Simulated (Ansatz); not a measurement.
Candidates (primitive cells; geometry: cell and atoms relaxed with PBEsol):
A. BaTiO$_{3}$ (P4mm), a = b = 3.955 Å, c = 4.045 Å, α = β = γ = 90.00°
B. SrTiO$_{3}$ (Pm-3m), a = 3.891 Å, b = 3.891 Å, c = 3.891 Å, α = 90.00°, β = 90.00°, γ = 90.00°
C. TiO2 (P4_2/mnm), a = b = 4.5912 Å, c = 2.9390 Å, α = β = γ = 90.00°

Question: Order them by Seebeck coefficient, n-type 1e19 cm⁻³ (highest first) at the level PBEsol, rigid bands (Ansatz, a program for electronic structure).

Answer: A (-311 μV/K), B (-393 μV/K), C (-516 μV/K)

Seebeck coefficients are for the stated density at 300 K, with one relaxation time for all states and whether or not that doping can be reached. Spin-orbit coupling is left out.
